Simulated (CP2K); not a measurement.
```yaml
crystal:
  lattice:
    - [4.87763, 0.00000, 0.00000]
    - [-2.43881, 4.22415, 0.00000]
    - [0.00000, 0.00000, 8.62165]
  atoms:
    - { symbol: Rb, position: [0.00000, 0.00000, 0.50000] }
    - { symbol: Ga, position: [0.00000, 0.00000, 0.00000] }
    - { symbol: S, position: [0.33333, 0.66667, 0.20493] }
    - { symbol: S, position: [0.66667, 0.33333, 0.79507] }
    - { symbol: O, position: [0.08491, 0.34904, 0.14743] }
    - { symbol: O, position: [0.65096, 0.73587, 0.14743] }
    - { symbol: O, position: [0.26413, 0.91509, 0.14743] }
    - { symbol: O, position: [0.34904, 0.08491, 0.85257] }
    - { symbol: O, position: [0.73587, 0.65096, 0.85257] }
    - { symbol: O, position: [0.91509, 0.26413, 0.85257] }
    - { symbol: O, position: [0.33333, 0.66667, 0.37404] }
    - { symbol: O, position: [0.66667, 0.33333, 0.62596] }
```

Method: LDA (Pade form), GPW, DZVP-MOLOPT-SR-GTH basis, GTH-PADE potentials (GTH_POTENTIALS) in CP2K.

The set-up and first iterations of a CP2K log for RbGaS₂O₈ (P321, 12 atoms in the cell):

```
 GLOBAL| Method name                                                        CP2K
 GLOBAL| Project name                                                       calc
 GLOBAL| Run type                                                   ENERGY_FORCE

 CELL| Volume [angstrom^3]:                                           177.639146
 CELL| Vector a [angstrom]:       4.878     0.000     0.000   |a| =     4.877630
 CELL| Vector b [angstrom]:      -2.439     4.224     0.000   |b| =     4.877630
 CELL| Vector c [angstrom]:       0.000     0.000     8.622   |c| =     8.621650
 CELL| Angle (b,c), alpha [degree]:                                    90.000000
 CELL| Angle (a,c), beta  [degree]:                                    90.000000
 CELL| Angle (a,b), gamma [degree]:                                   120.000003
 CELL| Numerically orthorhombic:                                              NO
   [... lines left out ...]
 BRILLOUIN|     3           0.11111       -0.33333        0.00000        0.00000
 BRILLOUIN|     4           0.11111       -0.33333        0.00000        0.50000
 BRILLOUIN|     5           0.11111       -0.33333        0.33333        0.00000
 BRILLOUIN|     6           0.11111       -0.33333        0.33333        0.50000
 BRILLOUIN|     7           0.11111        0.00000       -0.33333        0.00000
 BRILLOUIN|     8           0.11111        0.00000       -0.33333        0.50000
 BRILLOUIN|     9           0.05556        0.00000        0.00000        0.00000
 BRILLOUIN|    10           0.05556        0.00000        0.00000        0.50000
 *******************************************************************************

 Extrapolation method: initial_guess

 Re-scaling the density matrix to get the right number of electrons
                  # Electrons              Trace(P)               Scaling factor
                           82                82.000                        1.000

 Number of electrons:                                                         82
 Number of occupied orbitals:                                                 41
 Number of molecular orbitals:                                                55

 Number of orbital functions:                                                169
 Number of independent orbital functions:                                    169
 SCF WAVEFUNCTION OPTIMIZATION

  Step     Update method      Time    Convergence         Total energy    Change
     1 NoMix/Diag. 0.20E+00      -     2.03186802      -248.5554523849 -2.49E+02
     2 Broy./Diag. 0.20E+00      -     0.09201971      -238.7159130242  9.84E+00
     3 Broy./Diag. 0.20E+00      -     0.25737394      -244.1205049308 -5.40E+00
     4 Broy./Diag. 0.20E+00      -     0.02465380      -248.9262030981 -4.81E+00
     5 Broy./Diag. 0.20E+00      -     0.06788178      -247.4535633891  1.47E+00
     6 Broy./Diag. 0.20E+00      -     0.00621743      -247.4219063679  3.17E-02
```

Problem. Will this run converge, and how will it end?

Solution. The run converged in 26 iterations. Its thresholds were met; that alone does not show that basis and mesh suffice. It ends on: free energy E − TS -6732.8259 eV; top of the valence band (on the code's own zero) 1.32 eV; gap on the k-point mesh 3.88 eV; pressure -3.45 GPa; largest force (vector length) 0.303 eV/Å. The log goes on:

```
   [... 16 lines left out ...]
    23 Broy./Diag. 0.20E+00      -     0.00000268      -247.4267522038  1.21E-06
    24 Broy./Diag. 0.20E+00      -     0.00000289      -247.4267470900  5.11E-06
    25 Broy./Diag. 0.20E+00      -     0.00000178      -247.4267560740 -8.98E-06
    26 Broy./Diag. 0.20E+00      -     0.00000085      -247.4267716948 -1.56E-05
  *** SCF run converged in    26 steps ***

  Overlap energy of the core charge distribution:               0.00000093362168
  Self energy of the core charge distribution:               -520.38056235699071
  Core Hamiltonian energy:                                    145.40273478805457
  Hartree energy:                                             173.77075564341388
  Exchange-correlation energy:                                -46.21970070289451
  Smearing free energy correction:                              0.00000000000000
  Fermi energy:                                                 0.09849959873764

  Total energy:                                              -247.42677169479512
  Total energy (extrapolated to sigma->0):                   -247.42677169479512

                     Mulliken Population Analysis

 #  Atom  Element  Kind  Atomic population                           Net charge
   [... lines left out ...]
 FORCES| Total atomic force                                       5.42563193E-07

 STRESS| Analytical stress tensor [bar]
 STRESS|                        x                   y                   z
 STRESS|      x       -3.34103046603E+04  -8.06916925893E+00   1.44810298557E+00
 STRESS|      y       -8.06916925893E+00  -3.34192409680E+04  -9.29745846487E-01
 STRESS|      z        1.44810298557E+00  -9.29745846487E-01  -3.65922801127E+04
 STRESS| 1/3 Trace                                            -3.44739419137E+04
```

For comparison: a first run was changed to give this one (KPOINTS/SCHEME: MONKHORST-PACK 5 5 3 → MONKHORST-PACK 3 3 2; GAMMA_CENTERED: default → T), and from it to this one the free energy is nearly the same (within 1 meV/atom), the pressure stays at -3.45 GPa, the largest force hardly changes (0.305 to 0.303 eV/Å) and the gap on the mesh goes from 3.849 to 3.881 eV.

The starting cell comes from a database of computed structures (which also holds hypothetical and non-ambient phases and stackings), without a prior relaxation at this level. Values carry the incompleteness of an atom-centred basis. With a pressure of about -3 GPa the cell is away from its equilibrium volume at this level.

The run was DFT LDA (Pade form), GPW, DZVP-MOLOPT-SR-GTH basis, GTH-PADE potentials (GTH_POTENTIALS). Main settings of its input:

CUTOFF: 600 Ry
REL_CUTOFF: 40 Ry
SMEAR/METHOD: GAUSSIAN
SIGMA: 0.01 eV
KPOINTS/SCHEME: MONKHORST-PACK 3 3 2
GAMMA_CENTERED: T
XC_FUNCTIONAL: PADE
Rb/BASIS_SET: DZVP-MOLOPT-SR-GTH-q9
Rb/POTENTIAL: GTH-PADE-q9
Ga/BASIS_SET: DZVP-MOLOPT-SR-GTH-q13
Ga/POTENTIAL: GTH-PADE-q13
S/BASIS_SET: DZVP-MOLOPT-SR-GTH-q6
